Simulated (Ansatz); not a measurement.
**How the lattice parameter c of ZnS (R3m, No. 160, 36 atoms in the cell; start mp-1201158; a measured phase of this formula has another space group) moves with the method**

No measured value is used here.

| level (code) | value (Å) |
|---|---|
| LDA (Ansatz) | … |
| r²SCAN (Ansatz) | 168.222 |
| r²SCAN+rVV10 (Ansatz) | 167.606 |

Some entries are withheld; supply them.


- LDA (Ansatz, a first-principles code), value (Å): 165.370

Cutoffs differ between the levels. Ansatz's density-functional and Hartree–Fock values are scalar-relativistic unless marked +SOC, with PAW data made under PBE.

A start named mp-… is a Materials Project structure, which need not be a measured phase.
